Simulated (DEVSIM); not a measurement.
Device: Mo/Al2O3/p-Ge capacitor, at 300 K.

Layer 1 from the left is Al2O3, thickness (nm) 6.80. Layer 2 from the left is Ge, thickness (nm) 4200, Na (cm⁻³) 4e16.

Metal gate on the left, work function 4.6 eV. Fixed charge at the semiconductor interface 0 cm⁻² (in units of +e); no interface traps.

This is a model device: material constants are rounded textbook-type values typed into the input, and sizes, dopings and lifetimes were drawn at random. Values at 300 K.

Al2O3: gap (eV) 6.8, affinity (eV) 1.35, permittivity 9. Ge: gap (eV) 0.664, affinity (eV) 4, permittivity 16, Nc (cm⁻³) 1.04e19, Nv (cm⁻³) 6e18.

Task: Estimate by hand the flat-band voltage, the threshold voltage, and compare with a numerical solution.

Result: 
- Flat-band voltage: C = 1.17 μF/cm², work-function difference 0.066 V; VFB = φms − qNf/C = 0.07 V; numerical 0.07 V.
- Threshold voltage: φF = 0.195 V, depletion charge √(4εqNφF) = 8.42e-8 C/cm²; VT = VFB + 2φF + Qd/C = 0.53 V; numerical 0.53 V.

DEVSIM, 1D Poisson equation in equilibrium, Boltzmann statistics, complete ionisation; no quantum confinement or tunnelling. Metal contacts follow the ideal Schottky-Mott rule: no Fermi-level pinning, no interface dipoles.
